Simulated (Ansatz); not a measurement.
The starting structures come from a database of crystals and need not be the phases stable at ambient conditions.

By PBEsol, the system below comes out a metal.

Without scattering a metal conducts by its projected Fermi surface.

Data:

```
CELL_PARAMETERS angstrom
      3.96696     0.00000     0.00000
      0.00000     4.82563     0.00000
      0.00000     0.75961     2.79014
ATOMIC_POSITIONS crystal
  Ti 0.25000 0.21707 0.63045
  Ti 0.75000 0.78293 0.36955
  Ni 0.25000 0.67110 0.92338
  Ni 0.75000 0.32890 0.07662
```

The cell is taken as given; by PBEsol it stands under a pressure of -0.7 GPa.

The current flows along the normal of the first two printed cell vectors. No spin-orbit coupling; the value is a mean over 0.1 eV about the Fermi level.

**Question.** State the ballistic conductance per area according to PBEsol (Ansatz, a first-principles code).

**Answer.** 0.40 × 10¹⁵ S/m² for both spins.
